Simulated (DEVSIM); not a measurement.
## abrupt GaP p-n junction

Device: abrupt GaP p-n junction, at 300 K.

```tsv
layer (left to right)	material	thickness (μm)	Nd (cm⁻³)	Na (cm⁻³)	τn (s)	τp (s)
1	GaP	6.60	-	2e18	1.5e-6	1.5e-6
2	GaP	280	1.7e15	-	1.5e-6	1.5e-6
```

Left contact: ohmic. Right contact: ohmic. Voltage is applied to the left contact. Recombination: SRH at mid-gap, radiative. Mobility is μmin + (μ − μmin)/(1 + (N/Nref)^α).

Constants are typed, rounded textbook-type inputs, not results; the design itself was drawn at random and stands for no fabricated device. Values at 300 K.

| parameter | GaP |
|---|---|
| gap (eV) | 2.26 |
| affinity (eV) | 3.8 |
| permittivity | 11.1 |
| Nc (cm⁻³) | 1.8e19 |
| Nv (cm⁻³) | 1.9e19 |
| μn (cm²/Vs) | 250 |
| μp (cm²/Vs) | 150 |
| μn,min | 10 |
| μp,min | 10 |
| Nref,n | 4.4e18 |
| Nref,p | 1e18 |
| αn | 0.8 |
| αp | 0.85 |
| B (cm³/s) | 1e-13 |

Model (solved in DEVSIM): 1D drift-diffusion, Boltzmann statistics, complete ionisation; no tunnelling, impact ionisation, image-force lowering or self-heating.

```
Quantity                                            Value
---------------------------------------------  ----------
Potential step across the device at zero bias     1.962 V
Largest field in the device at zero bias       83000 V/cm
Dark forward voltage at 1 A/cm²                   2.137 V
```

Small-signal capacitance in reverse bias (quasi-static):

| V (V) | C (nF/cm²) |
|---|---|
| -0.1 | 8.29 |
| -0.25 | 7.98 |
| -0.5 | 7.54 |
| -0.75 | 7.17 |
| -1 | 6.84 |
| -1.5 | 6.31 |
| -2 | 5.88 |
| -2.5 | 5.53 |
| -3.25 | 5.11 |
| -4 | 4.77 |
| -5 | 4.41 |

Dark forward current:

```json
[
 {"V (V)": "0.70", "J (A/cm²)": "3.8e-13"},
 {"V (V)": "0.85", "J (A/cm²)": "7.4e-12"},
 {"V (V)": "0.95", "J (A/cm²)": "5.4e-11"},
 {"V (V)": "1.10", "J (A/cm²)": "1.1e-9"},
 {"V (V)": "1.25", "J (A/cm²)": "2.4e-8"},
 {"V (V)": "1.35", "J (A/cm²)": "2.1e-7"},
 {"V (V)": "1.50", "J (A/cm²)": "1.3e-5"},
 {"V (V)": "1.65", "J (A/cm²)": "0.0029"},
 {"V (V)": "1.75", "J (A/cm²)": "0.057"},
 {"V (V)": "1.90", "J (A/cm²)": "0.33"},
 {"V (V)": "2.05", "J (A/cm²)": "0.73"},
 {"V (V)": "2.20", "J (A/cm²)": "1.2"},
 {"V (V)": "2.30", "J (A/cm²)": "1.6"},
 {"V (V)": "2.45", "J (A/cm²)": "2.3"},
 {"V (V)": "2.60", "J (A/cm²)": "3.1"},
 {"V (V)": "2.70", "J (A/cm²)": "3.8"},
 {"V (V)": "2.85", "J (A/cm²)": "5.0"},
 {"V (V)": "3.00", "J (A/cm²)": "6.4"},
 {"V (V)": "3.10", "J (A/cm²)": "7.4"},
 {"V (V)": "3.25", "J (A/cm²)": "9.2"}
]
```
